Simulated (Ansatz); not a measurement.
Start from ZnS (space group R3m, No. 160; a = 3.784 Å, c = 27.900 Å (hexagonal axes)).

Computed with PBEsol/PAW in Ansatz (a quantum-chemistry and plane-wave program), no SOC.

Base values:

| Property | Value |
|---|---|
| Band gap | 2.13 eV |
| Electron mass | 0.16 mₑ along c, 0.17 mₑ across (at Γ) |
| Lattice parameter a | 3.784 Å |

Perturbation: cell and atoms relaxed at a pressure of 0.3 GPa.

Problem. What does the calculation give for the band gap, electron mass and lattice parameter a after the change?

Solution. The band gap increases by 0.02 eV (2.13 eV → 2.15 eV); the electron mass goes from 0.16 mₑ along c, 0.17 mₑ across (at Γ) to 0.16 mₑ along c, 0.18 mₑ across (at Γ); the lattice parameter a decreases by 0.005 Å (3.784 Å → 3.779 Å).

Load acts through the strain it causes; cell and atoms are relaxed under it. Effective masses come from finite differences of ±0.01 Å⁻¹. Whether these cells are dynamically stable was not tested. This is not the structure that ZnS has at room temperature and ambient pressure.
